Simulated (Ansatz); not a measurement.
Base system: Ti in the hcp (Mg type) structure (space group P6_3/mmc, No. 194; a = 2.9367 Å, c = 4.6410 Å; relaxed with 0.1 eV smearing). Axes: x lies along a and z along c of the hexagonal cell.

The values are results of Ansatz (an electronic-structure program) r2SCAN, no spin-orbit coupling, earlier PAW set, not measurements.

Base values:

| Quantity | Result |
|---|---|
| Pressure | 0.0 GPa |

It is then changed as follows: biaxial strain −3.64 %, plane normal [001], relaxed out of plane (Cartesian); in-plane vectors clamped, the third vector and the atoms free.

Task: What happens to the pressure?

Result: The pressure (mean of the normal stresses, compression positive) goes from zero to 5.7 GPa.

Task: What happens to the out-of-plane strain?

Result: The out-of-plane strain comes out as +2.94 %.

Whether these cells are dynamically stable was not tested. All final runs are without spin polarisation.
